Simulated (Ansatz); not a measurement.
## FeO in the rock salt structure (space group Fm-3m, No. 225; ferromagnetic)

```
CELL_PARAMETERS angstrom
      0.00000     2.13217     2.13217
      2.13217     0.00000     2.13217
      2.13217     2.13217     0.00000
ATOMIC_POSITIONS crystal
  O  0.00000 0.00000 0.00000
  Fe 0.50000 0.50000 0.50000
```

The values are results of r2SCAN (Ansatz, a first-principles code; PAW; 500 eV plane waves; without spin-orbit coupling), not measurements. Settings: 19×19×19 k-points, 0.05 eV Fermi–Dirac smearing.

```json
{
 "volume_per_atom": "9.69 Å³",
 "density": "6.15 g/cm³",
 "band_gap": "zero",
 "magnetic_state": "ferromagnetic",
 "total_energy": "-2527.157 eV/atom (σ→0; compares only within this code and set-up)"
}
```

Stability against distortions was not tested. No Hubbard U is applied and the magnetic state is the run's own (FeO ferromagnetic); other magnetic orders, which need larger cells, were not tried and can change the gap. In its common phase, real FeO is an antiferromagnetic insulator at low temperature.
